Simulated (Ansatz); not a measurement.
Zr₃N₄ (I-43d), PBEsol, rigid bands (Ansatz, a quantum-chemistry and plane-wave program): N_v = 1.92e20 cm⁻³ at 300 K and a hole conductivity mass of 0.842 mₑ.

Problem. For 1e17 holes per cm³ at 300 K, place the Fermi level, estimate the Seebeck coefficient of a parabolic band with constant τ, and give mobility and conductivity for τ = 5 fs.

Solution. The level lies k_BT ln(N_v/p) = 0.195 eV above the valence-band maximum. S ≈ +(k_B/e)[ln(N_v/p) + 5/2] = 867 μV/K, against 831 μV/K from the full bands (mean over directions). μ = eτ/m = 10.4 cm²/(V·s) and σ = peμ = 0.167 S/cm. τ is assumed, not computed.

Band transport and this doping are assumed; polarons and phonon drag are left out. Spin-orbit coupling is left out; where it splits the top of the valence band, N_v and the p-type Seebeck coefficient come out somewhat high without it.

Computed structure with no diffraction record at hand here (it may be known, metastable or hypothetical): Zr3N4 (I-43d).
